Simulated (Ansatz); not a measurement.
SiC (P6_3mc) under biaxial stress in the c plane (compression positive): band gap by r2SCAN with spin-orbit coupling, rigid bands (plane waves, PAW; Ansatz, an electronic-structure program). The unloaded cell, whose axes the loads refer to:

```xyz
4
Lattice="3.0760 0.0000 0.0000 -1.5380 2.6639 0.0000 0.0000 0.0000 5.0478" Properties=species:S:1:pos:R:3 pbc="T T T"
Si     0.0000     1.7759    -0.0021
Si     1.5380     0.8880     2.5218
C      0.0000     1.7759     1.8950
C      1.5380     0.8880     4.4188
```

```json
[
 {"biaxial stress in the c plane (compression positive) (GPa)": "-20", "volume per atom (Å³)": "11.08", "band gap (eV)": "?"},
 {"biaxial stress in the c plane (compression positive) (GPa)": "-5", "volume per atom (Å³)": "10.50", "band gap (eV)": "2.75"},
 {"biaxial stress in the c plane (compression positive) (GPa)": "0", "volume per atom (Å³)": "10.34", "band gap (eV)": "2.65"},
 {"biaxial stress in the c plane (compression positive) (GPa)": "5", "volume per atom (Å³)": "10.19", "band gap (eV)": "2.55"},
 {"biaxial stress in the c plane (compression positive) (GPa)": "10", "volume per atom (Å³)": "10.05", "band gap (eV)": "2.44"},
 {"biaxial stress in the c plane (compression positive) (GPa)": "15", "volume per atom (Å³)": "9.92", "band gap (eV)": "2.33"}
]
```

Fit a straight line to band gap against the load over the rows given, and predict the row at -20 GPa.

The means are x̄ = 5.000 GPa and ȳ = 2.5440; Σ(x − x̄)(y − ȳ) = -5.250 and Σ(x − x̄)² = 250.0, so the slope is -21.0 meV per GPa, and the rows given lie within 6.0 meV of the line. At -20 GPa the line gives 3.07 eV; the calculation gives 2.56 eV, 20 % from it, so the trend bends or changes character over this range.

 Stresses and pressures are the targets of the relaxation. Gaps are resolved to about 0.01 eV. The structure type is held at every load. Geometry: cell and atoms relaxed with PBEsol.
